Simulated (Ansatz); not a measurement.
Input:

```
HfS2
1.0
    3.63615     0.00000     0.00000
   -1.81808     3.14900     0.00000
    0.00000     0.00000     5.71627
Hf S
1 2
Direct
  0.00000   0.00000   0.00000
  0.66667   0.33333   0.24951
  0.33333   0.66667   0.75049
```

No spin polarisation.

Computed with DFT with PBEsol-D3(BJ), PAW potentials and a 420 eV plane-wave cutoff in Ansatz (an electronic-structure program), no SOC. k-mesh 11×11×6 (Γ-centred); smearing 0.05 eV (Fermi–Dirac).

Task: Predict the valence-band top at Γ (three highest levels, from the VBM).

Result: 0.00, -0.28, -0.28 eV.

Task: What gap character does the calculation give?

Result: Indirect, Γ → L.

Spin-orbit coupling, missing from the scalar runs, can matter with Hf. The cells carry an imposed strain or load. Stability against distortions was not tested. The cell was made from HfS2 in the CdI2 type structure (space group P-3m1, No. 164; layered, stacked along the Cartesian z axis) by this change: isotropic strain +2.50 %.
